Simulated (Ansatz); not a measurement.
# As, pressure series

Start from As (space group Cmce, No. 64; layered, stacked along the Cartesian y axis).

```
CELL_PARAMETERS angstrom
      1.82790    -5.56367     0.00000
      1.82790     5.56367     0.00000
      0.00000     0.00000     4.62748
ATOMIC_POSITIONS crystal
  As 0.10728 0.89272 0.06980
  As 0.89272 0.10728 0.93020
  As 0.39272 0.60728 0.56980
  As 0.60728 0.39272 0.43020
```

Cell and atoms are relaxed at each pressure.

Level of theory: r2SCAN+rVV10 in Ansatz (plane waves to 500 eV, PAW, no spin-orbit coupling).

Notes on the quantities. enthalpy: H = E + PV relative to the base's energy.

```csv
case,volume per atom,band gap,enthalpy
base,23.53 Å³,zero,–
pressure −2 GPa,27.15 Å³,0.41 eV,-0.31 eV/atom
pressure −1 GPa,24.61 Å³,0.16 eV,-0.15 eV/atom
pressure 0.3 GPa,23.28 Å³,zero,+0.04 eV/atom
pressure 0.7 GPa,22.96 Å³,zero,+0.10 eV/atom
pressure 1.5 GPa,22.41 Å³,zero,+0.21 eV/atom
pressure 3 GPa,21.56 Å³,zero,+0.42 eV/atom
pressure 5 GPa,20.64 Å³,zero,+0.68 eV/atom
pressure 7.5 GPa,19.78 Å³,zero,+1.00 eV/atom
pressure 10 GPa,19.08 Å³,zero,+1.30 eV/atom
```

The mesh was chosen for an insulator and is coarse for the gapless case. Load acts through the strain it causes; cell and atoms are relaxed under it. Whether these cells are dynamically stable was not tested. No other phases were tried under pressure. Gaps under 0.05 eV, about the width of the smearing, are given as zero. This is not the structure that As has at room temperature and ambient pressure. A zero or small gap of As can be the functional's error rather than a property of the material.

Ansatz is an electronic-structure program.
